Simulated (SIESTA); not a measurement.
Band structure of Co (P6_3/mmc, 2 atoms in the cell).

```xyz
2
Lattice="2.4656 0.0000 0.0000 -1.2328 2.1352 0.0000 0.0000 0.0000 4.0107" Properties=species:S:1:pos:R:3 pbc="T T T"
Co     0.0000     1.4235     1.0027
Co     1.2328     0.7117     3.0080
```
Moments meant for the start (each program seeds them in its own way; μB, in the order of the atoms Co Co): 3.0 3.0.

Method: SIESTA with GGA PBE, numerical atomic orbitals DZP, PseudoDojo PBE standard norm-conserving potentials (rewritten from UPF to PSML).

Settings: XC.functional = GGA; XC.authors = PBE; potentials = PseudoDojo PBE standard; PAO.BasisSize = DZP; PAO.EnergyShift = 0.01 Ry; MeshCutoff = 300 Ry; kgrid.MonkhorstPack = 20 20 11; OccupationFunction = MP; OccupationMPOrder = 0; ElectronicTemperature = 136 meV; Spin = polarized; DM.InitSpin = [1 +3.00, 2 +3.00]; MaxSCFIterations = 150; SCF.Mixer.Method = Broyden.

The starting cell comes from a database of computed structures (which also holds hypothetical and non-ambient phases and stackings), without a prior relaxation at this level. Its lattice was rescaled by a random factor within 2.5 % of one. The magnetic order is the one reached from the typed start; others were not searched systematically. Values carry the incompleteness of an atom-centred basis.

Levels in eV from the Fermi level, bands 15 to 20 of the first spin channel:
| point | 15 | 16 | 17 | 18 | 19 | 20 |
|---|---|---|---|---|---|---|
| Γ | -2.37 | -1.98 | -1.98 | -0.82 | -0.82 | -0.34 |
| M | -2.28 | -0.67 | -0.61 | -0.52 | 1.32 | 3.42 |
| K | -2.01 | -0.95 | -0.95 | -0.85 | 4.59 | 5.63 |
| A | -2.76 | -2.76 | -1.16 | -1.16 | -1.16 | -1.16 |
| L | -1.09 | -1.09 | -0.57 | -0.57 | 1.54 | 1.54 |
| H | -1.95 | -1.95 | -0.77 | -0.77 | 5.83 | 5.83 |

Bands cross the Fermi level along this path, so the cell is metallic at this level.

Higher empty bands are left out: an atom-centred basis made for the valence describes them poorly.

The net moment of the cell came out as 3.21 μB.
